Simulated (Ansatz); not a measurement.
Start from SiSe2 (space group Ibam, No. 72; a = 6.299 Å, b = 9.307 Å, c = 5.856 Å; made of chains). Axes: x, y, z lie along a, b, c of the conventional cell.

Now apply this change: a pure shear with ε_yz = ε_zy = -0.0236; the atoms relax in the strained cell.

Levels (all Ansatz, a quantum-chemistry and plane-wave program, PAW, earlier PAW set): PBEsol (420 eV, no SOC); PBEsol+SOC (420 eV, spin-orbit coupling included).

The geometry is relaxed with PBEsol.

- PBEsol smallest direct gap: 1.74 eV
- PBEsol electron mass: 0.64 mₑ along x, 0.45 mₑ along y, 1.4 mₑ along z (at Y₂)
- PBEsol lowest conduction level above the VBM at special points: Y₂ 1.68 eV; C 2.07 eV; C₂ 2.07 eV; L₂ 2.40 eV
- PBEsol width of the top valence band: 0.77 eV

Task: Predict the smallest direct gap, electron mass, lowest conduction level above the VBM at special points and width of the top valence band from PBEsol+SOC.

Result: The smallest direct gap stays 1.74 eV; the electron mass stays 0.64 mₑ along x, 0.45 mₑ along y, 1.4 mₑ along z (at Y₂); the lowest conduction level above the VBM at special points becomes Y₂ 1.68 eV; C 2.08 eV; C₂ 2.08 eV; L₂ 2.40 eV (PBEsol: Y₂ 1.68 eV; C 2.07 eV; C₂ 2.07 eV; L₂ 2.40 eV); the width of the top valence band drops by 0.045 eV (0.77 eV → 0.72 eV).

Single points use the geometry relaxed with PBEsol. The spin-orbit shifts are approximate. Masses are band curvatures over ±0.01 Å⁻¹ around the edge. Stability against distortions was not tested. No dispersion term is included in the PBEsol runs. Labels are those of the standard path for the cell's own space group.
